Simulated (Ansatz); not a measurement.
AlB2-type ZrB2, treated with r²SCAN in Ansatz (plane waves, PAW).

Numerical settings: plane-wave cutoff 600 eV, 24×24×18 k mesh (along the axes of the cell as run), Fermi–Dirac smearing 0.086 eV (set by the program), scalar-relativistic PAW data made under PBE.

Cell (relaxed at this level):

Space group P6/mmm (No. 191); a = b = 3.168 Å, c = 3.550 Å, α = β = 90.00°, γ = 120.00°

| atom | site | symmetry | x | y | z |
|---|---|---|---|---|---|
| Zr | 1a | 6/mmm | 0.0000 | 0.0000 | 0.0000 |
| B | 2d | -6m2 | 0.3333 | 0.6667 | 0.5000 |

### Question
Give the computed elastic constant C66, Poisson ratio, elastic constant C33, Young modulus, elastic constant C11, elastic constant C12, elastic constant C13 and elastic constant C44.

### Answer

elastic constant C66: 262 GPa
Poisson ratio: 0.130
elastic constant C33: 442 GPa
Young modulus: 540 GPa
elastic constant C11: 578 GPa
elastic constant C12: 54.1 GPa
elastic constant C13: 121 GPa
elastic constant C44: 257 GPa

Measured, for comparison: elastic constant C33 441 GPa, elastic constant C11 568 GPa, elastic constant C12 57 GPa, elastic constant C13 121 GPa (room temperature, no zero-point or thermal correction; as tabulated in Zhang et al. (2020), arXiv:1911.03307). Computed (rounded) less measured: elastic constant C33 +0.2 %, elastic constant C11 +2 %, elastic constant C12 -5 %, elastic constant C13 0.0 %. A static lattice is as a rule a little smaller and stiffer than an uncorrected measurement, which narrows the difference in the elastic constant C11 and would widen misses of the other sign.

Elastic constants are with the ions relaxed.

Computed values are for the static lattice.

Cost on a shared machine: about 40 core-minutes (a rough figure).

Ansatz is a program for electronic structure.
